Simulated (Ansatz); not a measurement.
## CsCl-type SrO (model structure)

Calculation: HSE06 (PAW; Ansatz, an electronic-structure program).

Settings: plane-wave cutoff 500 eV, 8×8×8 k mesh, Fermi–Dirac smearing 0.05 eV, scalar-relativistic PAW data made under PBE.

Cell (relaxed at this level):

```cif
data_OSr
_chemical_formula_sum 'Sr1 O1'
_space_group_name_H-M_alt 'P 1'
_space_group_IT_number 1
_cell_length_a 3.10008
_cell_length_b 3.10008
_cell_length_c 3.10008
_cell_angle_alpha 90.000
_cell_angle_beta 90.000
_cell_angle_gamma 90.000
loop_
_space_group_symop_operation_xyz
  'x, y, z'
loop_
_atom_site_label
_atom_site_type_symbol
_atom_site_fract_x
_atom_site_fract_y
_atom_site_fract_z
_atom_site_occupancy
Sr1 Sr 0.00000 0.00000 0.00000 1
O1 O 0.50000 0.50000 0.50000 1
```

For CsCl-type SrO (model structure), the band gap comes out as 4.33 eV (on the SCF k mesh).

Note: exact exchange on metals is sensitive to the k mesh and can open a false gap; the relaxation could raise the start's symmetry but not lower it, so the cell can be a saddle point.

Spin–orbit coupling is not included.

Computed values are for the static lattice.

Computing time: around 6 core-minutes (rough).

A model structure was made by putting elements into a prototype or built by hand; it is no filed structure, need not be a known phase, and can be a saddle point held by its symmetry.
